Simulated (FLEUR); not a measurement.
## Equation of state of AlB2-type TiB2 (space group 191): energy against volume (FLEUR, PBE)

```
TiB2
1.0
    2.97612     0.00000     0.00000
   -1.48806     2.57740     0.00000
    0.00000     0.00000     3.17257
Ti B
1 2
Direct
  0.00000   0.00000   0.00000
  0.66667   0.33333   0.50000
  0.33333   0.66667   0.50000
```

Level of theory: PBE, all-electron FLAPW (FLEUR), scalar-relativistic valence (FLEUR). Settings: Kmax = 4.56 1/bohr; GmaxXC = 18.2 1/bohr; xcFunctional = pbe; jspins = 1; l_soc = F; mode = hist; fermiSmearingEnergy = 0.00183747 Htr; mesh (inpgen div1-3) = 22 22 18; inpgen gamma flag = true; Gmax = 18.2 1/bohr; numbands = 0; maxIterBroyd = 99; imix = Anderson; alpha = 0.05; precondParam = 0; minDistance = 1e-05 me/bohr^3. The cell above is the first row's. The rows scale it uniformly. In all rows fractional positions and the k mesh are held. E is the free energy at the stated smearing, counted from the lowest row.

| V (Å^3/atom) | E (meV/atom) |
|---|---|
| 8.1119 | 20.70 |
| 8.2882 | 7.27 |
| 8.4646 | 0.58 |
| 8.6409 | 0.00 |
| 8.8173 | 4.94 |
| 8.9936 | 14.90 |
| 9.1700 | 29.37 |
| 9.3463 | 47.95 |
| 9.5227 | ? |

Problem. Fit E against V with the third-order Birch-Murnaghan form, a cubic in V^(-2/3), and predict the withheld value at V = 9.5227.

Solution. With u = V^(-2/3) - 0.236, the rows have u = 0.011696, 0.008170, 0.004766, 0.001480, -0.001698, -0.004770, -0.007745, -0.010624. Least squares gives E = 1.629 - 1497.58·u + 268495·u² - 88162·u³. Residuals (row less fit): -0.001, 0.003, -0.001, 0.000, -0.006, 0.009, -0.004, 0.000; standard error 0.006 (degrees of freedom: 4). Its minimum lies at u = 0.002793, so V0 = (0.238793)^(-3/2) = 8.570. There d²E/du² = 535500 and d³E/du³ = -529000, so B0 = (4/9) × 8.570^(-7/3) × 535500 × 0.160218 = 254 GPa (the last factor turns the table's units into GPa), and B0' = 4 + (2/3) × 0.238793 × (-529000)/535500 = 3.8. At the withheld row, u = -0.013416, so E = 1.629 - 1497.58 × (-0.013416) + 268495 × (-0.013416)² - 88162 × (-0.013416)³ = 70.260 meV/atom. The calculation gives 70.23 meV/atom, 0.030 meV/atom below the prediction (under 0.05 % of the range of E in the table). The row lies outside the fitted rows, so this is an extrapolation. From the scatter of the fitted rows alone, a prediction at this place has a standard error of 0.015 meV/atom, so the miss is 2.0 times that.

Carrying the step between the two nearest rows on in a straight line would have given 66.54, off by 3.69; series whose last step already gives the withheld value aren't shown. The scan was laid around a cell of about the measured size, scaled by a guess for this functional; axis ratios and inner coordinates come from that cell. The runs keep the symmetry of the cell, so they don't test it for distortions. Spin polarisation is off. Values depend on the basis (sphere radii, cutoffs, local orbitals), which need not be converged. The shape of the cell and the inner coordinates aren't relaxed, so V0 and B0 belong to this uniform scaling; a relaxed crystal lies no higher in energy and is usually softer. Cutoffs and mesh are single choices, not tested for convergence of this quantity. Series with a scatter that would blur these digits, or in which a gap closes, are not shown. Nor are scans whose minimum lies at an end fitted in this form.
